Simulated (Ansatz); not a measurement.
AlB2-type TiB₂ was calculated with PBEsol in Ansatz (PAW).

Settings: plane-wave cutoff 520 eV, 18×18×12 k mesh (along the axes of the cell as run), Fermi–Dirac smearing 0.1 eV, perturbation theory, force constants from a 6×6×4 q mesh, no spin polarisation, scalar-relativistic PAW data made under PBE.

Computed at the level's own relaxed cell.

```
CELL_PARAMETERS angstrom
      3.01720     0.00000     0.00000
     -1.50860     2.61297     0.00000
      0.00000     0.00000     3.18526
ATOMIC_POSITIONS crystal
  Ti 0.00000 0.00000 0.00000
  B  0.66667 0.33333 0.50000
  B  0.33333 0.66667 0.50000
```

Harmonic phonon frequencies (cm⁻¹; i marks an imaginary mode):

```json
[
 {"q point": "Γ", "frequencies": "0 0 0 526 526 529 563 905 905"},
 {"q point": "A", "frequencies": "305 305 348 431 431 525 628 915 915"},
 {"q point": "K", "frequencies": "344 344 351 549 549 646 763 763 922"},
 {"q point": "H", "frequencies": "327 327 348 577 577 632 767 767 911"}
]
```

No imaginary mode appears at these points.

Ansatz is an electronic-structure program.
